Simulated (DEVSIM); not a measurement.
# Schottky contact on p-type In0.53Ga0.47As

Structure: Schottky contact on p-type In0.53Ga0.47As, at 300 K.

```csv
layer (left to right),material,thickness (μm),Na (cm⁻³),τn (s),τp (s)
1,In0.53Ga0.47As,2.70,1.7e16,3.7e-10,3.7e-10
```

Left contact: Schottky, work function 4.97 eV, emission velocity 7.4e6 cm/s. Right contact: ohmic. Voltage is applied to the left contact. Recombination: SRH at mid-gap, radiative, Auger. Mobility is constant in doping.

Constants are typed, rounded textbook-type inputs, not results; the design itself was drawn at random and stands for no fabricated device. Values at 300 K.

```tsv
parameter	In0.53Ga0.47As
gap (eV)	0.74
affinity (eV)	4.51
permittivity	13.9
Nc (cm⁻³)	2.1e17
Nv (cm⁻³)	7.7e18
μn (cm²/Vs)	12000
μp (cm²/Vs)	300
B (cm³/s)	9.6e-11
Cn (cm⁶/s)	5e-29
Cp (cm⁶/s)	5e-29
```

DEVSIM, 1D drift-diffusion, Boltzmann statistics, complete ionisation; no tunnelling, impact ionisation, image-force lowering or self-heating. Metal contacts follow the ideal Schottky-Mott rule: no Fermi-level pinning, no interface dipoles.

The potential step across the device at zero bias is 0.122 V and the largest field in the device at zero bias is 21000 V/cm. The dark forward voltage at 100 A/cm² is 0.058 V.

Dark reverse current:

```csv
V (V),J (A/cm²)
0.10,85
0.25,110
0.50,120
0.75,130
1.00,130
1.50,140
2.00,140
2.50,150
```

Small-signal capacitance in reverse bias (quasi-static):

| V (V) | C (nF/cm²) |
|---|---|
| 0.1 | 89.0 |
| 0.25 | 71.6 |
| 0.5 | 54.2 |
| 0.75 | 45.3 |
| 1 | 39.7 |
| 1.5 | 32.8 |
| 2 | 28.5 |
| 2.5 | 25.6 |
